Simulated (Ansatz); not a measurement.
The structure below was relaxed with plane-wave PAW DFT at the PBEsol level (Ansatz, a first-principles code, 420 eV), without spin-orbit coupling.

```
La
1.0
   -2.05487     2.05487     2.05487
    2.05487    -2.05487     2.05487
    2.05487     2.05487    -2.05487
La
1
Direct
  0.00000   0.00000   0.00000
```

Q: Find the space group and the Wyckoff positions.

A: Space group Im-3m (No. 229); a = 4.110 Å, b = 4.110 Å, c = 4.110 Å, α = 90.00°, β = 90.00°, γ = 90.00°

```tsv
atom	site	symmetry	x	y	z
La	2a	m-3m	0.0000	0.0000	0.0000
```

Q: Describe the coordination.

A: The crystal has 2 atoms in its conventional cell. Lattice parameters: a = 4.110 Å, b = 4.110 Å, c = 4.110 Å, α = 90.00°, β = 90.00°, γ = 90.00°. La has 8 La at 3.559 Å and 6 La at 4.110 Å. (Neighbours: up to the widest gap in distance over summed covalent radii, below 1.35, at either atom.)

Whether these cells are dynamically stable was not tested. The final runs are not spin-polarised. The cell was made from Li by this change: Li → La; the result is a model cell, its experimental status unchecked. This is not the structure that La has at room temperature and ambient pressure.
